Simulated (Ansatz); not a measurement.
Ansatz (a program for electronic structure) run on the (100) slab of Li2HfO3 (cut from a parent of space group no. 12; 12 atoms in the cell): self-consistent single point.

Computed with PBEsol, default PAW files made with PBE (plane waves; Ansatz).

```xyz
12
Lattice="4.1802 0.0000 0.0000 0.0000 3.1983 0.0000 0.0000 0.0000 21.8166" Properties=species:S:1:pos:R:3 pbc="T T T"
Li     0.0000     1.3306    10.0116
Li     2.0901     1.2459    11.8050
Hf     0.0000     2.8356    13.3108
O      0.0000     1.2357    11.9631
O      2.0901     1.3408     9.8535
O      2.0901     2.8356    13.3108
Li     2.0901     1.2269    14.8166
Li     0.0000     1.3495     7.0000
Hf     2.0901     2.9392     8.5058
O      2.0901     1.3393     7.1580
O      0.0000     1.2372    14.6586
O      0.0000     2.9392     8.5058
```

Reference input (self-consistent single point, DFT, PBEsol, plane waves, default PAW files made with PBE): basis.ecutwfc = 420 eV; kpoints.mp_grid.grid = 6 7 1; hamiltonian.xc = pbesol; hamiltonian.pseudopotentials = {kind: paw} (the program's default PAW files); scf.occupations.method = fermi_dirac; scf.occupations.width = 0.02 eV. This run's input differs from it in these lines:

Ansatz 0.2 input:
```diff
@@ -22,3 +22,3 @@
 kpoints:
-  mp_grid: { grid: [6, 7, 1] }
+  mp_grid: { grid: [9, 12, 1] }
 hamiltonian:
```

Output, abridged:

```
SCF iter   1: F=—  HF=-35390.598846 eV  |F-HF|=—  |Δ(HF+E_count)|=         —  Δρ=1.02e-2  dr2=2.69e-1  ethr=1.77e-3  ⟨swp⟩=7.7  Hψ=8726  notcnv=0  defer=5
all-band conjugate gradients solve this SCF's bands
preconditioner: auto → Resta (q_TF=auto, 2.282 Å⁻¹)
SCF iter   2: F=—  HF=-35390.539393 eV  |F-HF|=—  |Δ(HF+E_count)|=   5.95e-2  Δρ=3.57e-3  dr2=2.51e-2  ethr=2.69e-4  ⟨swp⟩=2.8  Hψ=4170  notcnv=0  defer=190
   [... lines left out ...]
iter 8 met the thresholds in force, and the SCF goes on: an eigenvalue changes by 12.89 meV, over its tolerance of 10.00 meV (output.eigenvalues, Limitations)
SCF iter   8: F=-35390.533435 eV  HF=-35390.533435 eV  |F-HF|=6.53e-8  |Δ(HF+E_count)|=   2.20e-7  Δρ=4.36e-6  dr2=4.82e-8  ethr=1.00e-10  ⟨swp⟩=14.5  Hψ=10845  notcnv=0
SCF iter   9: F=-35390.533435 eV  HF=-35390.533435 eV  |F-HF|=2.42e-8  |Δ(HF+E_count)|=   8.76e-8  Δρ=3.20e-6  dr2=3.00e-8  ethr=4.82e-11  ⟨swp⟩=7.2  Hψ=8833  notcnv=0
SCF 1 converged in 9 iterations: F = -35390.533435 eV  dr2 = 3.00e-8
an eigenvalue changed by more than its tolerance at an iteration that met the thresholds in force, so the SCF went on 1 time …
Free energy (F): -35390.533435 eV
Internal energy: -35390.533435 eV  (E = F + TS)
E sigma→0 (E₀):  -35390.533435 eV
Fermi energy:    2.702946 eV
--- Forces (eV/Å), atoms counted from 1 ---
  atom   1  Li     0.00000000    -0.00542545     0.05923268
  atom   2  Li     0.00000000     0.00542545    -0.05923268
  atom   3  Hf     0.00000000     0.00474548     0.26964939
  atom   4  O      0.00000000     0.00497003    -0.17658573
  atom   5  O      0.00000000    -0.00497003     0.17658573
  atom   6  O      0.00000000     0.00161242     0.19407575
   [... lines left out ...]
  atom  12  O      0.00000000    -0.00161242    -0.19407575
--- Stress (GPa, compression-positive) ---
       -2.607104       0.000000       0.000000
        0.000000      -0.884007       0.016273
        0.000000       0.016273      -1.059405
  P = ⅓ Tr σ = -1.5168 GPa (-15.168 kbar)
  The stress holds the Pulay correction. Without it, at fixed plane waves, as pw.x and ABINIT print it: P = -1.8050 GPa
```

The run converged in 9 iterations. Against the reference run the free energy is nearly the same (within 1 meV/atom), the largest force stays at 0.568 eV/Å and the gap on the mesh goes from 4.253 to 4.151 eV.

The starting cell comes from a database of computed structures (which also holds hypothetical and non-ambient phases and stackings), without a prior relaxation at this level. The slab is cut from that crystal, and its faces are unrelaxed. Its lattice was rescaled by up to half a per cent. Spin-orbit coupling is off. Spin polarisation is off, though cut faces can carry moments; a gap of a slab can lie between surface states.
